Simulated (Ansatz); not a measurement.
Results of PBEsol in Ansatz (PAW) for ReC (model structure, started from the rocksalt type, Fm-3m, No. 225, 2 atoms in the cell).

Settings: plane-wave cutoff 520 eV, 22×22×22 k mesh, Fermi–Dirac smearing 0.05 eV, no spin polarisation, scalar-relativistic PAW data made under PBE.

Cell (relaxed at this level):

```cif
data_C4Re4
_chemical_formula_sum 'C4 Re4'
_space_group_name_H-M_alt 'Fm-3m'
_space_group_IT_number 225
_space_group_name_Hall '-F 4 2 3'
_cell_length_a 4.31106
_cell_length_b 4.31106
_cell_length_c 4.31106
_cell_angle_alpha 90.000
_cell_angle_beta 90.000
_cell_angle_gamma 90.000
loop_
_atom_site_label
_atom_site_type_symbol
_atom_site_symmetry_multiplicity
_atom_site_Wyckoff_symbol
_atom_site_fract_x
_atom_site_fract_y
_atom_site_fract_z
_atom_site_occupancy
C1 C 4 a 0.00000 0.00000 0.00000 1
Re1 Re 4 b 0.50000 0.50000 0.50000 1
```
(The calculation used a cell of 2 atoms; values per cell refer to that cell.)

**Question.** Estimate the bulk modulus B0 that the calculation returns.

**Answer.** 
- bulk modulus B0 = 398 GPa

Note: the run has no spin polarisation, so it can have missed a magnetic state; the bulk modulus is −V dP/dV from two relaxed cells at ±2 % in volume; the relaxation could raise the start's symmetry but not lower it, so the cell can be a saddle point.

Spin–orbit coupling is not included; it can open a gap where bands touch, and shift volumes and moduli.

Static lattice: no zero-point or thermal effects.

A model structure was made by putting elements into a prototype or built by hand; it is no filed structure, need not be a known phase, and can be a saddle point held by its symmetry.

Ansatz is a program for electronic structure.
